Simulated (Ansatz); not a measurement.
Rock-salt LaSe

Method: PBEsol-D3(BJ) (Ansatz, a quantum-chemistry and plane-wave program, plane waves, PAW).

Numerical settings: plane-wave cutoff 520 eV, 16×16×16 k mesh, Fermi–Dirac smearing 0.05 eV, scalar-relativistic PAW data made under PBE.

Cell: relaxed at this level.

For rock-salt LaSe, the volume per atom is 26.29 Å³/atom and the bulk modulus B0 comes out as 84.6 GPa. The band gap is zero (no gap), the lattice constant a is 5.947 Å and the pressure derivative B′ of the bulk modulus comes out as 4.5.

Spin–orbit coupling is not included; it can open a gap where bands touch, and shift volumes and moduli.

Computed values are for the static lattice.

It cost roughly 80 core-seconds of CPU time.
